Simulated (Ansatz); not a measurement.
The structure below was relaxed with r2SCAN/PAW in Ansatz (an electronic-structure program), no SOC, at pressure 2.1 GPa.

Space group F-43m (No. 216); a = b = c = 4.761 Å, α = β = γ = 90.00°

| atom | site | symmetry | x | y | z |
|---|---|---|---|---|---|
| B | 4a | -43m | 0.0000 | 0.0000 | 0.0000 |
| As | 4d | -43m | 0.7500 | 0.7500 | 0.7500 |

Q: Write out a cell with all atoms.

A: 
```cif
data_As4B4
_chemical_formula_sum 'B4 As4'
_space_group_name_H-M_alt 'P 1'
_space_group_IT_number 1
_cell_length_a 4.76084
_cell_length_b 4.76084
_cell_length_c 4.76084
_cell_angle_alpha 90.000
_cell_angle_beta 90.000
_cell_angle_gamma 90.000
loop_
_space_group_symop_operation_xyz
  'x, y, z'
loop_
_atom_site_label
_atom_site_type_symbol
_atom_site_fract_x
_atom_site_fract_y
_atom_site_fract_z
_atom_site_occupancy
B1 B 0.00000 0.00000 0.00000 1
As1 As 0.25000 0.25000 0.75000 1
B2 B 0.00000 0.50000 0.50000 1
As2 As 0.25000 0.75000 0.25000 1
B3 B 0.50000 0.00000 0.50000 1
As3 As 0.75000 0.25000 0.25000 1
B4 B 0.50000 0.50000 0.00000 1
As4 As 0.75000 0.75000 0.75000 1
```
This is the conventional cell.

Load acts through the strain it causes; cell and atoms are relaxed under it. Stability against distortions was not tested. The cell was made from BAs in the zinc blende structure (space group F-43m, No. 216) by this change: pressure 2.1 GPa.
